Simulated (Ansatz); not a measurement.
# GaSb: energy against strain

GaSb (zinc blende, F-43m, 28.533 Å³/atom at rest) under an equal strain ε in the (001) plane with the normal axis free, as in a coherent film. PBEsol in Ansatz, a plane-wave DFT program (PAW, default set), 420 eV, 13×13×13 Γ-centred mesh, Fermi-Dirac smearing 0.05 eV; ions are relaxed within the symmetry of each cell.

Here s stands for strain and y for E less E0.

```
strain (%)  E less E0 (meV/atom)
----------  --------------------
-3.00                          ?
-1.50                       3.48
-1.00                       1.52
-0.50                       0.37
0.00                        0.00
0.50                        0.38
1.00                        1.47
1.50                        3.26
```

Fit y of the 7 rows that show it with a parabola. Least squares gives y = 0.000 - 0.0536·s + 1.4976·s². Residuals (row less fit): 0.030, -0.031, -0.031, 0.000, 0.032, 0.026, -0.029; standard error 0.037 (degrees of freedom: 4). Twice the quadratic coefficient over the volume, 2 × 1.4976 meV × 10⁴ × 0.1602 / 28.533 Å³, is twice the biaxial elastic modulus of this plane = 168 ± 1.8 GPa.

Problem. Estimate the missing y (s = -3.00); what did the run itself give?

Solution. y = 0.000 - 0.0536 × (-3.0) + 1.4976 × (-3.0)² = 13.639 meV/atom. The calculation gives 14.53 meV/atom, 0.891 meV/atom above the prediction (6.1 % of the range of y in the table). The row lies outside the fitted rows, so this is an extrapolation. From the scatter of the fitted rows alone, a prediction at this place has a standard error of 0.141 meV/atom, so the miss is 6.3 times that.

One order more, fitted to all 13 runs of the series, follows each within 0.01, so the miss is the next term of a smooth law. This level leaves no gap over 0.05 eV at strain -1.00, -0.50, 0.00, where the mesh may be coarse. Rows are the converged runs of the series near zero and its far end; series whose fitted rows scatter by over a few per cent of the range, as at a crossing or softening among them, aren't shown in this form. Most that stay on the fit to the last digits aren't either.
